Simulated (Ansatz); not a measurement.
Consider InSe in the beta-GaS type structure (space group P6_3/mmc, No. 194; a = 3.953 Å, c = 16.309 Å; layered, stacked along the Cartesian z axis).

Calculations: PBEsol-D3(BJ) (Ansatz, a program for electronic structure, PAW, no spin-orbit coupling).

Before the change:

| Item | Value |
|---|---|
| Volume per atom | 27.59 Å³ |
| c/a ratio | 4.126 |

The change: cell and atoms relaxed at a pressure of 10 GPa.

**Question.** Predict the new volume per atom.

**Answer.** The volume per atom shrinks by 4.46 Å³ (27.59 Å³ → 23.13 Å³).

**Question.** What does the calculation give for the c/a ratio after the change?

**Answer.** The c/a ratio increases by 0.068, from 4.126 to 4.194.

Load acts through the strain it causes; cell and atoms are relaxed under it. Whether these cells are dynamically stable was not tested. Competing high-pressure phases were not computed.
